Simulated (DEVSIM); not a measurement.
Structure: abrupt GaSb n-p junction, at 400 K.

| layer (left to right) | material | thickness (μm) | Nd (cm⁻³) | Na (cm⁻³) | τn (s) | τp (s) |
|---|---|---|---|---|---|---|
| 1 | GaSb | 5.20 | 5.8e16 | - | 6.3e-10 | 6.3e-10 |
| 2 | GaSb | 59.0 | - | 4.4e14 | 6.3e-10 | 6.3e-10 |

Left contact: ohmic. Right contact: ohmic. Voltage is applied to the left contact. Recombination: SRH at mid-gap, radiative, Auger. Mobility is μmin + (μ − μmin)/(1 + (N/Nref)^α).

This is a model device: material constants are rounded textbook-type values typed into the input, and sizes, dopings and lifetimes were drawn at random. Values at 300 K; Nc and Nv go as T^1.5, mobilities as T to minus their exponent, the gap by Varshni's rule with the affinity fixed.

```csv
parameter,GaSb
gap (eV),0.726
affinity (eV),4.06
permittivity,15.7
Nc (cm⁻³),2.1e17
Nv (cm⁻³),1.8e19
μn (cm²/Vs),5000
μp (cm²/Vs),850
"μn,min",1000
"μp,min",190
"Nref,n",2.8e17
"Nref,p",9e17
αn,1.05
αp,0.65
T exponent of μn,2
T exponent of μp,1.7
B (cm³/s),1e-10
Cn (cm⁶/s),5e-30
Cp (cm⁶/s),5e-30
Varshni α (eV/K),0.00042
Varshni β (K),140
```

Simulated with DEVSIM: 1D drift-diffusion, Boltzmann statistics, complete ionisation; no tunnelling, impact ionisation, image-force lowering or self-heating.

The minority lifetime in layer 2 was swept, all else fixed.

```tsv
minority lifetime in layer 2 (s)	dark forward voltage at 1 A/cm² (V)
1.9e-11	0.105
6.3e-11	0.105
1.9e-10	0.106
6.3e-10	0.108
1.9e-9	0.110
6.3e-9	0.113
1.9e-8	0.113
```

From the first row to the last the dark forward voltage at 1 A/cm² goes from 0.105 to 0.113.
